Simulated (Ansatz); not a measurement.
**How far PBE and r2SCAN part for La, isotropic strain +0.81 %**

Consider La (space group P6_3/mmc, No. 194; a = 3.769 Å, c = 12.114 Å; relaxed with 0.1 eV smearing).

(Cell as relaxed with PBE.)

Levels (all Ansatz, a first-principles code, PAW): PBE (420 eV, no SOC); r2SCAN (500 eV, scalar-relativistic without spin-orbit coupling).

Each level relaxes its own structure.

| base | PBE | r2SCAN |
|---|---|---|
| volume per atom | 37.27 Å³ | 37.40 Å³ |
| lattice parameter a | 3.769 Å | 3.784 Å |
| band gap | zero | zero |

Perturbation: every lattice vector is stretched by 0.81 %, atoms relaxed at fixed cell.

```tsv
quantity	PBE	r2SCAN
energy relative to the base (free energy F)	+1.7 meV/atom	[?]
band gap	zero	[?]
pressure (mean of the normal stresses, compression positive)	-0.6 GPa	[?]
```

Question: Given the PBE results, estimate those of r2SCAN.

Answer: 
- energy relative to the base (free energy F), r2SCAN: +1.6 meV/atom
- band gap, r2SCAN: zero
- pressure (mean of the normal stresses, compression positive), r2SCAN: -0.5 GPa

The two agree on the band gap. Neither level is exact; r2SCAN is the comparison here, not a measurement.

No phonon test of stability was made.
